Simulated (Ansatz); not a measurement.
**Input and output of a self-consistent single point for HfN (P2_13, 8 atoms in the cell) (Ansatz, an electronic-structure program)**

Computed with PBE (plane waves, PAW; Ansatz).

Input:

Ansatz 0.2 input:
```yaml
# HfN
crystal:
  lattice:
    - [4.694584, 0.000000, 0.000000]
    - [0.000000, 4.694584, 0.000000]
    - [0.000000, 0.000000, 4.694584]
  atoms:
    - { symbol: Hf, position: [0.136520, 0.136520, 0.136520] }
    - { symbol: Hf, position: [0.636520, 0.363480, 0.863480] }
    - { symbol: Hf, position: [0.863480, 0.636520, 0.363480] }
    - { symbol: Hf, position: [0.363480, 0.863480, 0.636520] }
    - { symbol: N, position: [0.842400, 0.842400, 0.842400] }
    - { symbol: N, position: [0.342400, 0.657600, 0.157600] }
    - { symbol: N, position: [0.157600, 0.342400, 0.657600] }
    - { symbol: N, position: [0.657600, 0.157600, 0.342400] }
kpoints:
  mp_grid:
    grid: [5, 5, 5]
    shift: [0.5, 0.5, 0.5]
hamiltonian:
  xc: pbe
  pseudopotentials:
    kind: paw
scf:
  occupations:
    method: methfessel_paxton
    width: 0.02 Ry
output:
  forces: true
  eigenvalues: true
  stress: true
```

The program printed (abridged):

```
WARN basis.ecutwfc = 420 eV, the default
WARN ansatz: RAYON_NUM_THREADS=1 ignored (pool sized by the plan → 1); use --threads N
Pseudopotentials: kind: paw
Pseudopotential: Hf, paw, valence charge 26
Pseudopotential: N, paw, valence charge 5
Crystal: 8 atoms, lattice volume = 103.464 Å³
Basis set: ecut = 420 eV, 2007 PW (Γ), exchange–correlation on 64×64×64 points (8 copies of the dense FFT grid, shifted against one another)
Bands: 75, of which v1, the nominal top of the filled ones, is band 62 counted from 1 (61 counted from 0)
Symmetry: 12 space group operations
Space group: P213 (ITA 198), of the structure as read, at distance tolerance 4.7e-5 Å
k-points: 11 of 125 (time reversal used)
Initial density: superposition of atomic densities (neutral atoms: chi_scale 0, normalization atom), corrected by the library's trained network
Initial wavefunctions: pseudopotential atomic-orbital guess
Eigensolver: davidson
Functional: x = pbe(κ = 0.804, μ = 0.2195149727645171), c = pbe(β = 0.06672455060314922)
SCF iter   1: F=—  HF=-64423.873767 eV  |F-HF|=—  |Δ(HF+E_count)|=         —  Δρ=1.36e-2  dr2=2.56e-1  ethr=1.77e-3  ⟨swp⟩=4.2  Hψ=2361  notcnv=0
all-band conjugate gradients solve this SCF's bands
preconditioner: auto → Kerker (q_TF=auto, 2.812 Å⁻¹)
SCF iter   2: F=—  HF=-64423.832533 eV  |F-HF|=—  |Δ(HF+E_count)|=   4.12e-2  S|Δr|=    0.00e0  Δρ=4.82e-3  dr2=1.22e-2  ethr=2.07e-4  ⟨swp⟩=1.6  Hψ=966  notcnv=0
SCF iter   3: F=—  HF=-64423.831886 eV  |F-HF|=—  |Δ(HF+E_count)|=   6.47e-4  S|Δr|=    0.00e0  Δρ=2.80e-3  dr2=5.60e-3  ethr=9.83e-6  ⟨swp⟩=2.2  Hψ=1229  notcnv=0
SCF iter   4: F=—  HF=-64423.832223 eV  |F-HF|=—  |Δ(HF+E_count)|=   3.37e-4  S|Δr|=    0.00e0  Δρ=8.05e-4  dr2=4.08e-4  ethr=4.52e-6  ⟨swp⟩=2.0  Hψ=1393  notcnv=0
SCF iter   5: F=—  HF=-64423.831774 eV  |F-HF|=—  |Δ(HF+E_count)|=   4.50e-4  S|Δr|=    0.00e0  Δρ=2.99e-4  dr2=5.11e-5  ethr=3.29e-7  ⟨swp⟩=2.2  Hψ=1471  notcnv=0
SCF iter   6: F=—  HF=-64423.831543 eV  |F-HF|=—  |Δ(HF+E_count)|=   2.30e-4  S|Δr|=    0.00e0  Δρ=5.54e-5  dr2=2.56e-6  ethr=4.12e-8  ⟨swp⟩=2.0  Hψ=1216  notcnv=0
SCF iter   7: F=—  HF=-64423.831544 eV  |F-HF|=—  |Δ(HF+E_count)|=   3.66e-7  S|Δr|=    0.00e0  Δρ=1.68e-5  dr2=3.39e-7  ethr=2.06e-9  ⟨swp⟩=2.0  Hψ=1427  notcnv=0
SCF iter   8: F=-64423.831544 eV  HF=-64423.831544 eV  |F-HF|=1.26e-9  |Δ(HF+E_count)|=   4.21e-8  S|Δr|=    0.00e0  Δρ=4.46e-6  dr2=2.54e-8  ethr=8.06e-11  ⟨swp⟩=9.6  Hψ=3515  notcnv=0
SCF 1 converged in 8 iterations: F = -64423.831544 eV  dr2 = 2.54e-8
SCF converged after 8 iterations
Stability not checked (fill_not_monotonic)
Free energy (F): -64423.831544 eV
Harris-Foulkes:  -64423.831544 eV  (|F-HF|=1.26e-9)
Internal energy: -64423.824457 eV  (E = F + TS)
E sigma→0 (E₀):  -64423.829772 eV
Entropy (-TS):   -0.007086 eV (-0.886 meV/atom)
Fermi energy:    19.729668 eV
--- Per-component energies (eV) ---
  E_band       = 361.147097
  E_kinetic    = 2202.050886
  E_local      = -20777.798236  (includes V_loc(G=0)·N_el)
  E_nonlocal   = -4796.005203
  E_hartree    = 9738.988721
  E_xc         = -1438.037126
  E_vxc        = -1367.594418  (∫ρ·V_xc dr)
  E_paw        = -28214.644762  (= ΣΔE_a)
  E_vpaw       = 5622.530549  (= ΣTr[D̂ρ^β])
  E_aug_tail   = 0.000355  (compensation charges beyond the density's cutoff)
  E_ewald      = -21138.379094
  E_smearing   = -0.007086  (= −TS)
  E_closure    = -0.000000  (closes the sum)
  Σ components = -64423.831544   (vs F -64423.831544, Δ=0.00e0)
--- Forces (eV/Å), atoms counted from 1 ---
  atom   1  Hf     0.75400044     0.75400044     0.75400044
  atom   2  Hf     0.75400044    -0.75400044    -0.75400044
  atom   3  Hf    -0.75400044     0.75400044    -0.75400044
  atom   4  Hf    -0.75400044    -0.75400044     0.75400044
  atom   5  N     -0.39909986    -0.39909986    -0.39909986
  atom   6  N     -0.39909986     0.39909986     0.39909986
  atom   7  N      0.39909986    -0.39909986     0.39909986
  atom   8  N      0.39909986     0.39909986    -0.39909986
  max |Σ_I F_I| component: 1.11e-16 eV/Å
--- Stress (GPa, compression-positive) ---
      -10.922332      -0.000000       0.000000
       -0.000000     -10.922332       0.000000
        0.000000       0.000000     -10.922332
  P = ⅓ Tr σ = -10.9223 GPa (-109.223 kbar)
  The stress holds the Pulay correction. Without it, at fixed plane waves, as pw.x and ABINIT print it: P = -11.2991 GPa
--- Band table (eV; the first three rows and the last of 11) ---
  k-point 0: bands = ["-42.2092", "-42.0997", "-42.0798", "-42.0646", "-11.3582", "-11.2737", "-11.2605", "-11.1421", "-11.1361", "-11.0424", "-10.6524", "-10.6321", "-10.5468", "-10.4614", "-10.4132", "-10.3940", "4.6384", "6.2097", "6.2870", [...]
  k-point 1: bands = ["-42.1909", "-42.1250", "-42.0757", "-42.0618", "-11.4064", "-11.3331", "-11.2917", "-11.1850", "-11.0265", "-10.9112", "-10.6923", "-10.6127", "-10.5619", "-10.5038", "-10.4263", "-10.3781", "5.0151", "6.0022", "6.3248", [...]
  k-point 2: bands = ["-42.1596", "-42.1596", "-42.0671", "-42.0671", "-11.3979", "-11.3979", "-11.2596", "-11.2596", "-10.8726", "-10.8726", "-10.7218", "-10.7218", "-10.5088", "-10.5088", "-10.4087", "-10.4087", "5.5595", "5.5595", "6.3953", [...]
  k-point 10: bands = ["-42.1134", "-42.1134", "-42.1134", "-42.1134", "-11.3903", "-11.3903", "-11.3903", "-11.3903", "-10.7657", "-10.7657", "-10.7657", "-10.7657", "-10.4369", "-10.4369", "-10.4369", "-10.4369", "6.2167", "6.2167", "6.2167", [...]
```

The run converged in 8 iterations.

The starting cell was generated: these elements placed on a structure prototype, without a prior relaxation; it need not be a known phase or ordering of this composition. Spin-orbit coupling is off. With a pressure of about -11 GPa the cell is away from its equilibrium volume at this level. Forces in this geometry exceed 1 eV/Å. Ansatz's pressure includes its estimate of the finite-basis (Pulay) stress.
